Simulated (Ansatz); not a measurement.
The reference is ZnO in the wurtzite structure (space group P6_3mc, No. 186).

```
CELL_PARAMETERS angstrom
      3.18693     0.00000     0.00000
     -1.59347     2.75997     0.00000
      0.00000     0.00000     5.15257
ATOMIC_POSITIONS crystal
  Zn 0.33333 0.66667 0.00179
  Zn 0.66667 0.33333 0.50179
  O  0.33333 0.66667 0.38021
  O  0.66667 0.33333 0.88021
```

Cartesian axes are those of the cell as printed.

Calculations: Ansatz (a first-principles code) LDA, no spin-orbit coupling.

Strains are applied to the cell and any free atomic positions relax.

One change was made to it. Results:

```csv
quantity,base,after
"pressure (mean of the normal stresses, compression positive)",0.0 kbar,-18.9 kbar
electron mass,0.15 mₑ (at Γ),0.15 mₑ (at Γ)
band gap,0.80 eV,0.78 eV
```

Task: Name the change that was made.
A. uniaxial strain ε_xx = +3.00 %
B. uniaxial strain ε_xx = +2.40 %
C. uniaxial strain ε_xx = +1.20 %

Result: C, uniaxial strain ε_xx = +1.20 %. For comparison, the electron mass in the other runs: uniaxial strain ε_xx = +2.40 % gives 0.14 mₑ along x, 0.14 mₑ along y, 0.15 mₑ along z (at Γ); uniaxial strain ε_xx = +3.00 % gives 0.14 mₑ along x, 0.14 mₑ along y, 0.15 mₑ along z (at Γ).

Masses are band curvatures over ±0.01 Å⁻¹ around the edge. Stability against distortions was not tested.
